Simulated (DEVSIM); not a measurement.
Structure: Au/SiON/SiO2/p-Si capacitor, at 450 K.

Layer 1 from the left is SiON, thickness (nm) 4.20. Layer 2 from the left is SiO2, thickness (nm) 0.550. Layer 3 from the left is Si, thickness (nm) 8900, Na (cm⁻³) 4.2e15.

Metal gate on the left, work function 5.1 eV. Fixed charge at the semiconductor interface 0 cm⁻² (in units of +e); no interface traps.

Constants are typed, rounded textbook-type inputs, not results; the design itself was drawn at random and stands for no fabricated device. Values at 300 K; Nc and Nv go as T^1.5, mobilities as T to minus their exponent, the gap by Varshni's rule with the affinity fixed.

SiON: gap (eV) 7, affinity (eV) 1.4, permittivity 5.5. SiO2: gap (eV) 9, affinity (eV) 0.9, permittivity 3.9. Si: gap (eV) 1.124, affinity (eV) 4.05, permittivity 11.7, Nc (cm⁻³) 2.86e19, Nv (cm⁻³) 3.1e19, Varshni α (eV/K) 0.000473, Varshni β (K) 636.

Simulated with DEVSIM: 1D Poisson equation in equilibrium, Boltzmann statistics, complete ionisation; no quantum confinement or tunnelling. Metal contacts follow the ideal Schottky-Mott rule: no Fermi-level pinning, no interface dipoles.

Q: What does the simulation give for the minimum of the low-frequency capacitance, the flat-band voltage?

A: minimum of the low-frequency capacitance 0.0418 μF/cm²; flat-band voltage 0.34 V.
